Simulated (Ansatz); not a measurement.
**CaSe (Fm-3m): band-edge transport data**

Here is the system:

```
CaSe
1.0
    0.00000     2.93419     2.93419
    2.93419     0.00000     2.93419
    2.93419     2.93419     0.00000
Ca Se
1 1
Direct
  0.00000   0.00000   0.00000
  0.50000   0.50000   0.50000
```

Calculation: PBEsol, rigid bands (plane waves, PAW, scalar-relativistic; Ansatz, a quantum-chemistry and plane-wave program). Cell: cell and atoms relaxed with PBEsol.

```yaml
band_gap: 1.88 eV
electron conductivity mass (300 K, dilute): 0.38 mₑ
effective density of states N_c (300 K): 2.5e19 cm⁻³
density_of_states_mass_electrons: 1.00 mₑ
Seebeck coefficient, n-type 1e19 cm⁻³, 300 K: -295 μV/K
best n-type power factor at 300 K for τ = 10 fs (best axis; densities from 1e16 to 1e21 cm⁻³ tried, whether or not they can be reached): 10.6 μW/(cm·K²) at 1e20 cm⁻³
```

Rigid bands; masses and Seebeck coefficients take one relaxation time τ for all states and one kind of carrier; polarons and phonon drag are left out. Spin-orbit coupling is left out.

Formula and space group known from diffraction (Crystallography Open Database), not checked to be the room-temperature form: CaSe (Fm-3m).
